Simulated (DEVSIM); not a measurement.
Structure: abrupt Ge p-n junction, at 350 K.

Layer 1 from the left is Ge, thickness (μm) 30.0, Na (cm⁻³) 8.3e16, τn (s) 9.2e-7, τp (s) 9.2e-7. Layer 2 from the left is Ge, thickness (μm) 45.0, Nd (cm⁻³) 1.5e16, τn (s) 9.2e-7, τp (s) 9.2e-7.

Left contact: ohmic. Right contact: ohmic. Voltage is applied to the left contact. Recombination: SRH at mid-gap, radiative, Auger. Mobility is constant in doping.

Constants are typed, rounded textbook-type inputs, not results; the design itself was drawn at random and stands for no fabricated device. Values at 300 K; Nc and Nv go as T^1.5, mobilities as T to minus their exponent, the gap by Varshni's rule with the affinity fixed.

Ge: gap (eV) 0.664, affinity (eV) 4, permittivity 16, Nc (cm⁻³) 1.04e19, Nv (cm⁻³) 6e18, μn (cm²/Vs) 3900, μp (cm²/Vs) 1900, T exponent of μn 1.66, T exponent of μp 2.33, B (cm³/s) 6.4e-14, Cn (cm⁶/s) 1e-31, Cp (cm⁶/s) 1e-31, Varshni α (eV/K) 0.000477, Varshni β (K) 235.

Estimate by hand the built-in potential, the peak field at zero bias, the capacitance at -1 V, and compare with a numerical solution.


- Built-in potential: ni = √(Nc Nv) exp(−Eg/2kT) = 2.28e14 cm⁻³ with Eg = 0.644 eV; Vbi = kT/q ln(Na Nd/ni²) = 0.304 V; numerical 0.304 V.
- Peak field at zero bias: depletion approximation: W = √(2εVbi/(qN)) = 0.206 μm with N = 1.27e16 cm⁻³; field = 2Vbi/W = 29600 V/cm; numerical 27600 V/cm (estimate above by 7.1 %).
- Capacitance at -1 V: C = √(qεN / 2(Vbi + |V|)) = 33.3 nF/cm²; numerical 34.0 nF/cm² (estimate below by 2.3 %).

Model (solved in DEVSIM): 1D drift-diffusion, Boltzmann statistics, complete ionisation; no tunnelling, impact ionisation, image-force lowering or self-heating.
